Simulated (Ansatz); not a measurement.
Consider Ru in the hcp (Mg type) structure (space group P6_3/mmc, No. 194; a = 2.722 Å, c = 4.291 Å).

All numbers come from PBE in Ansatz (plane waves to 420 eV, PAW, scalar-relativistic without spin-orbit coupling).

One change was made to it. Results:

```csv
quantity,base,after
c/a ratio,1.576,1.581
lattice parameter a,272.2 pm,266.4 pm
```

Task: What was done to the base?
A. pressure 9 GPa
B. pressure 22.5 GPa
C. pressure 0.9 GPa

Result: B, pressure 22.5 GPa. For comparison, the lattice parameter a in the other runs: pressure 0.9 GPa gives 271.9 pm; pressure 9 GPa gives 269.7 pm.

Load acts through the strain it causes; cell and atoms are relaxed under it. Whether these cells are dynamically stable was not tested. Competing high-pressure phases were not computed. All final runs are without spin polarisation.

Ansatz is an electronic-structure program.
